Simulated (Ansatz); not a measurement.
Consider the following.

```xyz
8
Lattice="3.1405 0.0000 0.0000 -1.5703 2.7198 0.0000 0.0000 0.0000 13.6173" Properties=species:S:1:pos:R:3 pbc="T T T"
Ti     0.0000     1.8132     1.1051
Ti     1.5703     0.9066    12.5122
Ti     1.5703     0.9066     7.9138
Ti     0.0000     1.8132     5.7035
Sn     0.0000     1.8132    10.2130
Sn     1.5703     0.9066     3.4043
C      0.0000     0.0000     0.0000
C      0.0000     0.0000     6.8086
```

Level of theory: PBEsol, DFPT electron-phonon coupling, linearised Boltzmann equation (plane waves, PAW, scalar-relativistic; Ansatz, a program for electronic structure). Cell: relaxed with this functional, without spin-orbit coupling.

Q: Estimate the phonon-limited resistivity at 300 K, by direction if it differs.

A: 10.8 (x), 10.8 (y), 25 (z) μΩ·cm.

Q: And the electrons' mean free path at that temperature?

A: 10.6 (x), 10.6 (y), 10.9 (z) nm, weighted by the current that each state carries. Wires not much wider than this gain resistivity from their walls.

A metal at this level (no band gap). Only scattering by harmonic phonons is included (no impurities, grain boundaries, electron-electron scattering or thermal expansion). Spin-orbit coupling is left out. Halving the electron mesh (32x32x8) moves the resistivity by up to 3 % at 300 K, the mean free path by up to 6 %. Smearing 0.20 eV; phonons on a 5x5x1 q mesh, which this run doesn't test.

Computed structure with no diffraction record at hand here (it may be known, metastable or hypothetical): Ti2SnC (P6_3/mmc).
